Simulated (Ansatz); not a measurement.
Seebeck coefficient (μV/K, mean over directions) of n-type SrTiO$_{3}$ (Pm-3m) against carrier density, r2SCAN with spin-orbit coupling, rigid bands in Ansatz (a program for electronic structure). Computed gap 2.25 eV; densities at which minority carriers matter at this gap, or further valleys turn the trend, are left out. Conductivity mass 0.72 mₑ (harmonic mean over directions), N_c = 6.6e19 cm⁻³ at 300 K.

```
electron density  300 K  500 K
----------------  -----  -----
1e16 cm⁻³         -1000    ___
1e17 cm⁻³          -802   -878
1e18 cm⁻³          -604   -680
3e18 cm⁻³          -509    ___
1e19 cm⁻³          -407   -482
3e19 cm⁻³          -315   -388
1e20 cm⁻³          -219    ___
3e20 cm⁻³          -143   -202
1e21 cm⁻³           -81   -120
```

Task: What belongs in the gaps?

Result: 
- 1e16 cm⁻³, 500 K: -1077
- 3e18 cm⁻³, 500 K: -585
- 1e20 cm⁻³, 500 K: -288

Rigid bands with a gap fixed in temperature, one relaxation time for all states, no polarons or phonon drag, and whether or not such doping can be reached.
